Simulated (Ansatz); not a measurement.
**CdS (model structure, started from the BeO type, P4₂/mnm, No. 136, 8 atoms in the cell)**

All values below come from r²SCAN+SOC in Ansatz (PAW).

Numerical settings: plane-wave cutoff 560 eV, 6×6×8 k mesh (along the axes of the cell as run), Fermi–Dirac smearing 0.01 eV, PAW data made under PBE.

Cell (relaxed with PBEsol):

```cif
data_Cd4S4
_chemical_formula_sum 'Cd4 S4'
_space_group_name_H-M_alt 'P 1'
_space_group_IT_number 1
_cell_length_a 7.08168
_cell_length_b 7.08168
_cell_length_c 4.14415
_cell_angle_alpha 90.000
_cell_angle_beta 90.000
_cell_angle_gamma 90.000
loop_
_space_group_symop_operation_xyz
  'x, y, z'
loop_
_atom_site_label
_atom_site_type_symbol
_atom_site_fract_x
_atom_site_fract_y
_atom_site_fract_z
_atom_site_occupancy
Cd1 Cd 0.32138 0.67862 0.00000 1
Cd2 Cd 0.67862 0.32138 0.00000 1
Cd3 Cd 0.82138 0.82138 0.50000 1
Cd4 Cd 0.17862 0.17862 0.50000 1
S1 S 0.31727 0.31727 0.00000 1
S2 S 0.68273 0.68273 0.00000 1
S3 S 0.18273 0.81727 0.50000 1
S4 S 0.81727 0.18273 0.50000 1
```

```json
{
 "band_gap": "1.76 eV (direct)"
}
```

Note: the relaxation could raise the start's symmetry but not lower it, so the cell can be a saddle point; cell and atoms aren't relaxed at this level (pressure 1.6 GPa).

Computed values are for the static lattice.

Cost on a shared machine: about 25 core-minutes (a rough figure).

A model structure was made by putting elements into a prototype or built by hand; it is no filed structure, need not be a known phase, and can be a saddle point held by its symmetry.

Ansatz is an electronic-structure program.
